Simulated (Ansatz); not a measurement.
Structures of equal composition on the (111) surface of fcc Au: a layer of Hf in place of the second plane; a layer of Hf in place of the third plane. The slabs share one bottom face, and each structure is named by its start. These are constructed structures in small cells; real faces may alloy, dewet or reconstruct in larger ones, and not all known structures of the face are among them. Slabs of about 12 Å with all that they carry, Fermi-Dirac smearing of 0.1 eV. Bottom of the slabs: a bare face, its two planes held. Relaxed from the named starts with such symmetry as they have, on meshes of like density; energies extrapolated to zero smearing; no spin-orbit coupling, no U. Spin-polarised runs, if any, are marked in brackets, and their order is one that fits the cell; the others ran without spin.

Calculation: PBE (plane waves to 420 eV, PAW; Ansatz, a program for electronic structure).

Rank these by energy per 1x1 cell (lowest first), as PBE gives it.

a layer of Hf in place of the third plane (0.000 eV), a layer of Hf in place of the second plane (0.108 eV)
